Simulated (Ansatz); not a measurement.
Consider CsPbBr3 in the cubic perovskite structure (space group Pm-3m, No. 221).

```yaml
crystal:
  lattice:
    - [5.77022, 0.00000, 0.00000]
    - [0.00000, 5.77022, 0.00000]
    - [0.00000, 0.00000, 5.77022]
  atoms:
    - { symbol: Cs, position: [0.00000, 0.00000, 0.00000] }
    - { symbol: Pb, position: [0.50000, 0.50000, 0.50000] }
    - { symbol: Br, position: [0.50000, 0.00000, 0.50000] }
    - { symbol: Br, position: [0.00000, 0.50000, 0.50000] }
    - { symbol: Br, position: [0.50000, 0.50000, 0.00000] }
```

Cartesian axes are those of the cell as printed.

Level of theory: Ansatz (a program for electronic structure), LDA, PAW, cutoff 420 eV, spin-orbit coupling left out.

Before the change:

```
Quantity                        Result
-----------------------------  -------
Band gap                       1.17 eV
Shortest interatomic distance  2.885 Å
```

Modification: a pure shear with ε_xy = ε_yx = 0.0200, atoms relaxed at fixed cell.

### Question
What does the calculation give for the stress, band gap and shortest interatomic distance after the change?

### Answer
The stress (xx, yy, zz, yz, xz, xy; compression positive) amounts to (0.01, 0.01, 0.00, 0.00, 0.00, -0.15) GPa; the band gap decreases by 0.07 eV to 1.10 eV; the shortest interatomic distance remains 2.885 Å.

Spin-orbit coupling, missing from the scalar runs, can matter with Pb. The cells carry an imposed strain or load. Stability against distortions was not tested. Many cubic perovskites are stable only at high temperature; tilts and polar distortions were not tested. This is not the structure that CsPbBr3 has at room temperature and ambient pressure.
